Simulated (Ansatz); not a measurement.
Take C in the diamond structure (space group Fd-3m, No. 227) as the base.

```yaml
crystal:
  lattice:
    - [0.00000, 1.77690, 1.77690]
    - [1.77690, 0.00000, 1.77690]
    - [1.77690, 1.77690, 0.00000]
  atoms:
    - { symbol: C, position: [0.50000, 0.50000, 0.50000] }
    - { symbol: C, position: [0.75000, 0.75000, 0.75000] }
```

Cartesian axes are those of the cell as printed.

Levels (all Ansatz, an electronic-structure program, PAW): PBEsol (420 eV, spin-orbit coupling left out); HSE06 (420 eV, no spin-orbit coupling).

Its gap is 4.03 eV with PBEsol and 5.31 eV with HSE06.

The change: strain tensor (xx, yy, zz, yz, xz, xy) = (+0.02, −0.91, +0.74, +1.57, −0.30, −0.09) %; the atoms relax in the strained cell.

With PBEsol the gap becomes 3.68 eV.

Problem. If the HSE06 correction stayed the same, what would the HSE06 gap be, and what does the HSE06 run give?

Solution. A rigid correction of +1.28 eV gives 4.96 eV. The HSE06 run gives 4.95 eV, so the two effects roughly add.

Single points use the geometry relaxed with PBEsol. HSE06 gaps are upper bounds (no full band path). Stability against distortions was not tested.
